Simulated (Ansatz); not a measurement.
Band structure of MgPt₇ (Fm-3m, 8 atoms in the cell).

```yaml
crystal:
  lattice:
    - [0.00000, 3.93653, 3.93653]
    - [3.93653, 0.00000, 3.93653]
    - [3.93653, 3.93653, 0.00000]
  atoms:
    - { symbol: Mg, position: [0.00000, 0.00000, 0.00000] }
    - { symbol: Pt, position: [0.50000, 0.00000, 0.00000] }
    - { symbol: Pt, position: [0.50000, 0.00000, 0.50000] }
    - { symbol: Pt, position: [0.00000, 0.50000, 0.50000] }
    - { symbol: Pt, position: [0.00000, 0.50000, 0.00000] }
    - { symbol: Pt, position: [0.50000, 0.50000, 0.00000] }
    - { symbol: Pt, position: [0.00000, 0.00000, 0.50000] }
    - { symbol: Pt, position: [0.50000, 0.50000, 0.50000] }
```

Level of theory: PBEsol, default PAW files made with PBE (plane waves; Ansatz, a quantum-chemistry and plane-wave program).

Settings: kpoints.mp_grid.grid = 6 6 6; hamiltonian.xc = pbesol; hamiltonian.pseudopotentials = {kind: paw} (the program's default PAW files); scf.occupations.method = gaussian; scf.occupations.width = 0.272 eV; kpoints.band_path.npoints = 8.

The starting cell comes from a database of computed structures (which also holds hypothetical and non-ambient phases and stackings), without a prior relaxation at this level. Spin-orbit coupling is off. Spin polarisation is off.

Levels in eV from the Fermi level, bands 66 to 73:
| point | 66 | 67 | 68 | 69 | 70 | 71 | 72 | 73 |
|---|---|---|---|---|---|---|---|---|
| Γ | 0.08 | 0.15 | 0.15 | 0.15 | 0.52 | 0.52 | 0.52 | 1.57 |
| X | -1.60 | -1.57 | -0.79 | 0.53 | 1.09 | 1.11 | 1.82 | 1.82 |
| W | -0.64 | -0.56 | -0.42 | -0.20 | -0.19 | -0.19 | 3.31 | 3.31 |
| K | -1.14 | -1.13 | -0.71 | -0.21 | 0.01 | 1.13 | 1.87 | 3.30 |
| L | 0.10 | 0.10 | 0.19 | 0.22 | 1.09 | 2.53 | 2.53 | 2.80 |
| U | -1.14 | -1.13 | -0.71 | -0.21 | 0.01 | 1.13 | 1.87 | 3.30 |

Bands cross the Fermi level along this path, so the cell is metallic at this level.

Keys are those of Ansatz 0.2.
